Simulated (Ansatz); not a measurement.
Given:

```
CELL_PARAMETERS angstrom
      3.93976     0.00000     0.00000
      0.00000     3.93976     0.00000
      0.00000     0.00000     4.66444
ATOMIC_POSITIONS crystal
  Sn 0.50000 0.00000 0.24047
  Sn 0.00000 0.50000 0.75953
  O  0.00000 0.00000 0.00000
  O  0.50000 0.50000 0.00000
```

No spin polarisation.

Calculations: PBE-D3(BJ)/PAW in Ansatz (a quantum-chemistry and plane-wave program), no spin-orbit coupling, earlier PAW set. Γ-centred 12×12×10 mesh, Fermi–Dirac width 0.05 eV.

**Question.** Predict the band gap, pressure, gap character and space group.

**Answer.** The band gap comes out as 0.40 eV and the pressure (mean of the normal stresses, compression positive) is -2.7 GPa. The gap character is indirect, M–Γ (80 % along) → M and the space group is P4/nmm (No. 129).

The cells carry an imposed strain or load. Whether these cells are dynamically stable was not tested. The cell was made from SnO in the litharge type structure (space group P4/nmm, No. 129; layered, stacked along the Cartesian z axis) by this change: biaxial strain +2.70 %, plane normal [001], relaxed out of plane.
